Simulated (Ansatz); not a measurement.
Consider BeSe in the zinc blende structure (space group F-43m, No. 216; a = 5.1288 Å). Axes: x, y, z lie along the cube axes.

The values are results of PBEsol (Ansatz, an electronic-structure program, PAW, spin-orbit coupling left out), earlier PAW set, not measurements.

Now apply this change: the cell is scaled by 0.9801 in all directions, atoms relaxed at fixed cell.

### Question
Predict the stress tensor and what it implies for the stiffness.

### Answer
Stress of the strained cell less that of the base (GPa, compression positive):
```
   5.39    0.00    0.00
   0.00    5.39    0.00
   0.00    0.00    5.39
```

Then B = −ΔP/(ΔV/V₀) with ΔV/V₀ = -0.0585 gives secant stiffness values (nonlinear terms included at this strain): B ≈ 92 GPa.

As a check, the harmonic strain energy −½ V₀ Δσ:ε is 17 meV/atom; the computed energy rise is 16 meV/atom.

Stability against distortions was not tested.
